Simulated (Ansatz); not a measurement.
# Migration barriers: P-vacancy pair in silicon, charge state +1

Defect migration in silicon: P-vacancy pair (P on one host Si site, one Si site vacant), charge state +1. All values below come from PBE, PAW (plane waves to 420 eV; Ansatz, a quantum-chemistry and plane-wave program).

Cell of 216 host sites held at the relaxed PBE lattice; one k-point at (0.250, 0.250, 0.250); Fermi-Dirac width 0.01 eV, spin-restricted; finite-size errors left in. No zero-point or tunnelling terms. The charge state is imposed; whether it is stable for some Fermi level was not computed. Forms of the defect that were not tried may lie lower.

Barriers: single points on a 2×2×2 k-point mesh shifted by half a step at the bands' geometries (they differ from the bands' own by up to 0.09 eV, and are uncertain by about as much).

```
Route                                                                                              Start site over the lowest site run (eV)  Hop (Å)  Forward barrier (eV)  Backward barrier (eV)     Neighbours at the start                                     Neighbours at the saddle                        Saddle order  Forward, on the band's own sampling (eV)
-------------------------------------------------------------------------------------------------  ----------------------------------------  -------  --------------------  ---------------------  --------------------------  -----------------------------------------------------------  ----------------------------------  ----------------------------------------
a nearby Si atom hops onto the vacant site (P-vacancy distance between ideal sites 2.37 → 3.87 Å)                                      0.00     1.96                  0.76                   0.18  Si at 2.35, 2 Si at 2.39 Å  P at 2.51; Si at 2.48, Si at 2.55, Si at 2.90, Si at 3.13 Å                         not checked                                      0.83
direct exchange of P with the vacancy (P-vacancy distance between ideal sites 2.37 Å throughout)                                       0.00     2.21                  1.43                   1.43              3 Si at 2.32 Å         2 Si at 2.73, Si at 2.77, Si at 2.78, 2 Si at 2.80 Å  not checked, on a symmetry element                                      1.34
```

Paths come from climbing-image nudged elastic band runs. Of the routes that converged and passed our checks, the lowest saddle point lies 0.76 eV above the lowest of the sites run (a nearby Si atom hops onto the vacant site (P-vacancy distance between ideal sites 2.37 → 3.87 Å)); other sites, such as split forms, and other routes may lie lower. A band can be held on a symmetry element, so unchecked saddle points there may be too high.
